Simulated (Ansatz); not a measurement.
The cell holds a phase that need not be the ambient bulk phase of that material.

- Surface = rock-salt TaN(001) slab
- Work function of the upper face = 3.07 eV
- Apparent barrier, filled states, bias minus 0.4 V = 3.1 eV (κ = 0.90 1/Å)
- Apparent barrier, filled states, bias minus 1.0 V = 3.3 eV (κ = 0.93 1/Å)
- Apparent barrier, empty states, bias plus 0.4 V = 3.0 eV (κ = 0.89 1/Å)
- Apparent barrier, empty states, bias plus 1.0 V = 2.9 eV (κ = 0.87 1/Å)

All values below come from PBE, Tersoff-Hamann images (plane waves, PAW; Ansatz, an electronic-structure program).

The apparent barrier is ħ²κ²/2m, with κ from the fall of the mean window density between 3.5 and 5 Å; states of large in-plane momentum fall faster than their energy alone says. Mesh 18×18×1, no spin-orbit coupling, no spin polarisation; biases count from the run's Fermi level.
